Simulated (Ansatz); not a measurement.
The starting structures come from a database of crystals and need not be the phases stable at ambient conditions.

 Where the default PAW files enter, the runs use the earlier of Ansatz's two default sets.

The decay constant κ of evanescent states in the gap governs leakage through a thin film.

Consider the following.

```xyz
7
Lattice="5.6362 0.0000 0.0000 -2.8181 4.8811 0.0000 2.8181 1.6270 8.6964" Properties=species:S:1:pos:R:3 pbc="T T T"
K      2.8181     4.8811     5.4414
K      2.8181     1.6270     3.2550
K      0.0000     3.2540     1.3558
K      5.6362     3.2540     7.3405
Zn     0.0000     0.0000     0.0000
P      2.8181     4.8811     2.1970
P      2.8181     1.6270     6.4994
```

Space group of this cell: R-3m. The cell is taken as given.

Transport runs along the normal of the first two printed cell vectors, the (001) plane of the conventional cell.

The gap is the functional's own, uncorrected, and κ follows it; spin-orbit coupling is left out. Mid-gap values are interpolated between the computed energies.

Q: Give the band gap and the smallest decay constant κ at mid-gap that r2SCAN in Ansatz (a first-principles code) yields.

A: Gap 1.33 eV on a 8×8×8 mesh; κ = 0.187 1/Å, at the zone centre.
